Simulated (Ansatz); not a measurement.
The reference is TiO$_{2}$ in the rutile structure (space group P4_2/mnm, No. 136).

```xyz
6
Lattice="4.6434 0.0000 0.0000 0.0000 4.6434 0.0000 0.0000 0.0000 2.9638" Properties=species:S:1:pos:R:3 pbc="T T T"
Ti     0.0000     0.0000     0.0000
Ti     2.3217     2.3217     1.4819
O      1.4168     1.4168     0.0000
O      3.7386     0.9049     1.4819
O      0.9049     3.7386     1.4819
O      3.2266     3.2266     0.0000
```

Cartesian axes are those of the cell as printed.

Level of theory: DFT with PBE, PAW potentials and a 420 eV plane-wave cutoff in Ansatz (a first-principles code), no spin-orbit coupling.

Base values:

Pressure: 0.00 GPa
Shortest interatomic distance: 1.958 Å

Modification: the cell is compressed by 1.80 % along z with no lateral relaxation; the atoms relax in the strained cell.

Problem. What does the calculation give for the pressure after the change?

Solution. The pressure (mean of the normal stresses, compression positive) goes from zero to 4.84 GPa.

Problem. Predict the new energy relative to the base.

Solution. The energy goes up by 5.3 meV/atom.

Problem. What does the calculation give for the shortest interatomic distance after the change?

Solution. The shortest interatomic distance shrinks by 0.017 Å to 1.941 Å.

Whether these cells are dynamically stable was not tested. The final runs are not spin-polarised.
